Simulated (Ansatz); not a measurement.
Start from GeSb₂Te₄ (space group R-3m, No. 166; a = 4.248 Å, c = 40.192 Å (hexagonal axes)).

Computed with Ansatz (a first-principles code), PBE-D3(BJ), PAW, cutoff 420 eV, no spin-orbit coupling.

Base values:

```
Property               Value
-------------------  -------
Lattice parameter a  4.248 Å
Band gap             0.10 eV
```

Perturbation: hydrostatic tension (pressure −1 GPa).

Q: Estimate the effect on the lattice parameter a and band gap.

A: The lattice parameter a rises by 0.029 Å, from 4.248 Å to 4.277 Å; the band gap rises by 0.115 eV to 0.22 eV.

With Sb and Te present, leaving out spin-orbit coupling can change the band edges. Load acts through the strain it causes; cell and atoms are relaxed under it. Stability against distortions was not tested. The program warned that a D3 coordination switch lies within reach, so dispersion energies are less smooth here. A zero or small gap of GeSb2Te4 can be the functional's error rather than a property of the material.
